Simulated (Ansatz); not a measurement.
**How the lattice parameter c of GeSe (model structure, started from the NiAs type, P6₃/mmc, No. 194, 4 atoms in the cell) moves with the method**

No measured value is used here.

| level (code) | value (Å) |
|---|---|
| PBE (Ansatz) | 6.941 |
| PBEsol (Ansatz) | ___ |
| PBE-D3(BJ) (Ansatz) | 6.911 |

Q: Complete the blanks.

A: 
- PBEsol (Ansatz, a first-principles code), value (Å): 6.879

PBE-D3(BJ): a distance lies near a switch of the dispersion term, which can move the cell. Ansatz's density-functional and Hartree–Fock values are scalar-relativistic unless marked +SOC, with PAW data made under PBE.

A model structure was made by putting elements into a prototype or built by hand; it is no filed structure, need not be a known phase, and can be a saddle point held by its symmetry.
